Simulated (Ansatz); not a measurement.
An Ansatz (an electronic-structure program) input (plane-wave PAW DFT at the PBEsol level (Ansatz, 420 eV), scalar-relativistic without spin-orbit coupling):

Ansatz 0.2 input:
```yaml
crystal:
  lattice:
    - [3.919490016, 0, 0]
    - [0, 3.919490016, 0]
    - [0, 0, 3.919490016]
  atoms:
    - { symbol: K, position: [0, 0, 0] }
    - { symbol: Mg, position: [0.5, 0.5, 0.5] }
    - { symbol: F, position: [0.5, 0, 0.5] }
    - { symbol: F, position: [0, 0.5, 0.5] }
    - { symbol: F, position: [0.5, 0.5, 0] }
basis: { ecutwfc: 420, ecutrho_ratio: 4, xc_grid: 2, fft_grid_basis: typed }
kpoints: { mp_grid: { grid: [8, 8, 8] } }
hamiltonian:
  xc: pbesol
  dispersion: none
  pseudopotentials: { kind: paw }
scf: { occupations: { method: fermi_dirac, width: 0.05 }, convergence: { dr2_threshold: 0.0000000005 } }
relax: { f_tol: 0.005, max_steps: 50 }
output: { forces: true, stress: true }
checkpoint: { write: state.ck, write_every: 1000 }
```

Problem. Which symmetry and how many k-points will the program report, and about how many plane waves at Γ?

Solution. Space group Pm-3m (ITA 221) with 48 operations, k-points 35 of 512, and 1189 plane waves at Γ.

Problem. And the final pressure?

Solution. 4.46 GPa (compression positive).

The cells carry an imposed strain or load. No phonon test of stability was made. The cell was made from KMgF₃ in the cubic perovskite structure (space group Pm-3m, No. 221) by this change: isotropic strain −1.80 %.
